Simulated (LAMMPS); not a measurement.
Consider Al (fcc) with 10 % of Al sites Cu, 4000 atoms, at 300 K and 0 GPa, heated as the crystal in molecular dynamics.

Method: classical MD, pair style eam/alloy, file AlCu.eam.alloy (LAMMPS).

Problem. Give the coordination number of Al by Al, the volume per atom, the enthalpy per atom, the density, the first peak of g(r), Al-Al as this potential yields it.

Solution. coordination number of Al by Al: 10.8 (counted to 3.46 Å); volume per atom: 16.3660 ± 0.0005 Å³; enthalpy per atom: -3.3208 ± 0.0001 eV; density: 3.1086 ± 0.0001 g/cm³; first peak of g(r), Al-Al: 2.83 Å, height 5.9.

Caution: the random arrangement on this lattice is imposed, and need not be a phase that exists in equilibrium.
